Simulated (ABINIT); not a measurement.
ABINIT run on TiAl (P4/mmm, 2 atoms in the cell): self-consistent single point

Method: PBE, PAW (JTH v2.0 PBE PAW) (plane waves; ABINIT).

Input as run:

```
# TiAl, JTH v2.0 PBE PAW
pp_dirpath "./"
pseudos "Ti.GGA_PBE-JTH.xml, Al.GGA_PBE-JTH.xml"
acell 2.8782080000 2.8782080000 4.1640140000 Angstrom
rprim
         1.0000000000    0.0000000000    0.0000000000
         0.0000000000    1.0000000000    0.0000000000
         0.0000000000    0.0000000000    1.0000000000
natom 2
ntypat 2
znucl 22 13
typat 1 2
xred
         0.5000000000    0.5000000000    0.5000000000
         0.0000000000    0.0000000000    0.0000000000
ecut 816 eV
pawecutdg 1633 eV
pawxcdev 0
occopt 3
tsmear 0.1 eV
nband 13
kptopt 1
ngkpt 9 9 7
nshiftk 1
shiftk 0 0 0
nstep 60
tolvrs 1.0e-11
prtwf 0
prtden 0
prtvol 1
enunit 1
```

Output, abridged:

```
 Symmetries : space group P4/m m m (#123); Bravais tP (primitive tetrag.)

 -outvars: echo values of preprocessed input variables --------
            acell      5.4390248735E+00  5.4390248735E+00  7.8688460735E+00 Bohr
             ecut      2.99874495E+01 Hartree
           enunit           1
              ixc     -101130
         kptrlatt        9    0    0      0    9    0      0    0    7
          kptrlen      4.89512239E+01
            natom           2
            nband          13
            ngfft          30      30      40
          ngfftdg          40      40      60
             nkpt          60
            nstep          60
             nsym          16
           ntypat           2
           occopt           3
        pawecutdg      6.00116484E+01 Hartree
         pawxcdev           0
          spgroup         123
           tolvrs      1.00000000E-11
           tsmear      3.67493254E-03 Hartree
            typat      1  2
           useylm           1
             xred      5.0000000000E-01  5.0000000000E-01  5.0000000000E-01
                       0.0000000000E+00  0.0000000000E+00  0.0000000000E+00
            znucl       22.00000   13.00000

== DATASET  1 ==================================================================

 Real(R)+Recip(G) space primitive vectors, cartesian coordinates (Bohr,Bohr^-1):
 R(1)=  5.4390249  0.0000000  0.0000000  G(1)=  0.1838565  0.0000000  0.0000000
 R(2)=  0.0000000  5.4390249  0.0000000  G(2)=  0.0000000  0.1838565  0.0000000
 R(3)=  0.0000000  0.0000000  7.8688461  G(3)=  0.0000000  0.0000000  0.1270834
 Unit cell volume ucvol=  2.3278401E+02 bohr^3
 Angles (23,13,12)=  9.00000000E+01  9.00000000E+01  9.00000000E+01 degrees

 Coarse grid specifications (used for wave-functions):

 getcut: wavevector=  0.0000  0.0000  0.0000  ngfft=  30  30  40
         ecut(hartree)=     29.987   => boxcut(ratio)=   2.06212

 Fine grid specifications (used for densities):

 getcut: wavevector=  0.0000  0.0000  0.0000  ngfft=  40  40  60
         ecut(hartree)=     60.012   => boxcut(ratio)=   2.10890

   3.27651119E+02                                ecore*ucvol(ha*bohr**3)

 newkpt: prtvol=0 or 1, do not print more k-points.
_setup2: Arith. and geom. avg. npw (full set) are    1825.607    1825.595

--- !BeginCycle
solver: {iscf: 17, nstep: 60, nline: 4, wfoptalg: 10, }
tolerances: {tolvrs: 1.00E-11, }
...

     iter   Etot(hartree)      deltaE(h)  residm     nres2
 ETOT  1  -60.254482569246    -6.025E+01 5.008E+00 1.550E+01
 ETOT  2  -60.788811590230    -5.343E-01 7.985E-02 2.849E+00
 ETOT  3  -60.785473049921     3.339E-03 7.272E-02 6.799E-01
 ETOT  4  -60.785145802351     3.272E-04 1.886E-02 2.882E-01
 ETOT  5  -60.784750751853     3.951E-04 1.299E-02 2.404E-03
 ETOT  6  -60.784768482277    -1.773E-05 1.972E-03 2.015E-04
   [... 3 lines left out ...]
 ETOT 10  -60.784768262442     1.191E-09 2.543E-04 3.671E-08
 ETOT 11  -60.784768262434     8.640E-12 2.256E-05 5.652E-09
 ETOT 12  -60.784768262422     1.141E-11 6.330E-05 6.477E-11
 ETOT 13  -60.784768262422    -1.421E-14 6.553E-06 1.829E-11
 ETOT 14  -60.784768262422     1.350E-13 1.775E-05 2.819E-12

 At SCF step   14       nres2   =  2.82E-12 < tolvrs=  1.00E-11 =>converged.

 Cartesian components of stress tensor (hartree/bohr^3)
  sigma(1 1)=  2.01879626E-04  sigma(3 2)=  0.00000000E+00
  sigma(2 2)=  2.01879626E-04  sigma(3 1)=  0.00000000E+00
  sigma(3 3)=  2.02730293E-04  sigma(2 1)=  0.00000000E+00

 ----iterations are completed or convergence reached----

 reduced coordinates (array xred) for    2 atoms
       0.500000000000      0.500000000000      0.500000000000
       0.000000000000      0.000000000000      0.000000000000
 cartesian forces (eV/Angstrom) at end:
    1     -0.00000000000000    -0.00000000000000    -0.00000000000000
    2     -0.00000000000000    -0.00000000000000    -0.00000000000000
 frms,max,avg= 0.0000000E+00 0.0000000E+00   0.000E+00  0.000E+00  0.000E+00 e/A
 length scales=  5.439024873481  5.439024873481  7.868846073502 bohr
              =  2.878208000000  2.878208000000  4.164014000000 angstroms
 Fermi (or HOMO) energy (eV) =   7.78412   Average Vxc (eV)= -10.39158
 Eigenvalues (   eV  ) for nkpt=  60  k points:
 kpt#   1, nband= 13, wtk=  0.00176, kpt=  0.0000  0.0000  0.0000 (reduced coord)
 -48.97076  -25.35799  -24.96311  -24.96311   -1.00718    6.00237    6.99601    7.30562
   9.78155    9.78155   10.83834   13.43490   15.73114
 prteigrs : prtvol=0 or 1, do not print more k-points.

--- !EnergyTerms
comment             : Components of total free energy in Hartree
kinetic             :  8.53801403699599E+00
hartree             :  1.65328832085255E+01
xc                  : -4.28822509117874E+00
Ewald energy        : -3.90501004569826E+01
psp_core            :  1.40753277313171E+00
local_psp           : -4.43713985795994E+01
spherical_terms     :  4.48887318319799E-01
internal            : -6.07824067907877E+01
'-kT*entropy'       : -2.36125922189212E-03
total_energy        : -6.07847680500096E+01
total_energy_eV     : -1.65403765624988E+03
...

-Cartesian components of stress tensor (GPa)         [Pressure= -5.9478E+00 GPa]
- sigma(1 1)=  5.93950267E+00  sigma(3 2)=  0.00000000E+00
- sigma(2 2)=  5.93950267E+00  sigma(3 1)=  0.00000000E+00
- sigma(3 3)=  5.96453014E+00  sigma(2 1)=  0.00000000E+00

 Calculation completed.
```

The run converged in 14 iterations.

The starting cell comes from a database of computed structures (which also holds hypothetical and non-ambient phases and stackings), without a prior relaxation at this level. Its lattice was rescaled by a random factor within 2.5 % of one. Spin polarisation is off. With a pressure of about -6 GPa the cell is away from its equilibrium volume at this level.

Cost on one core of a shared machine: roughly 3 min.
